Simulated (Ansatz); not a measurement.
## Effect of pressure 7 GPa on MoS2

Start from MoS2 in the 3R-MoS2 type structure (space group R3m, No. 160; a = 3.153 Å, c = 17.994 Å (hexagonal axes); layered, stacked along the Cartesian z axis).

It is then changed as follows: cell and atoms relaxed at a pressure of 7 GPa.

Calculations: PBE-D3(BJ) (Ansatz, a program for electronic structure), no spin-orbit coupling, earlier PAW set. k-mesh 12×12×12 (Γ-centred); smearing 0.05 eV (Fermi–Dirac).

* **Volume per atom**: 15.66 Å³ (base 17.22 Å³)
* **Density**: 5.66 g/cm³ (base 5.15 g/cm³)
* **Lattice parameter a**: 3.104 Å (base 3.153 Å)
* **c/a ratio**: 5.443 (base 5.706)
* **Shortest interatomic distance**: 2.377 Å (base 2.399 Å)
* **Enthalpy H = E + PV relative to the base's energy**: +0.71 eV/atom
* **Band gap**: 0.36 eV (base 0.77 eV)
* **Gap character**: indirect, T → Γ–S₀ (56 % along) (base indirect, T → Γ–S₀ (56 % along))
* **Smallest direct gap**: 1.76 eV (base 1.77 eV)
* **Mean gap deformation potential ΔEg/Δln V**: +4.3 eV
* **Width of the top valence band**: 2.15 eV (base 1.86 eV)
* **Hole mass**: 1.5 mₑ along k, 0.35 mₑ across (at T) (base 1.0 mₑ along k, 0.59 mₑ across (at T))

Load acts through the strain it causes; cell and atoms are relaxed under it. Effective masses come from finite differences of ±0.01 Å⁻¹. Along k means along the line from Γ to the band edge. Whether these cells are dynamically stable was not tested. Competing high-pressure phases were not computed.
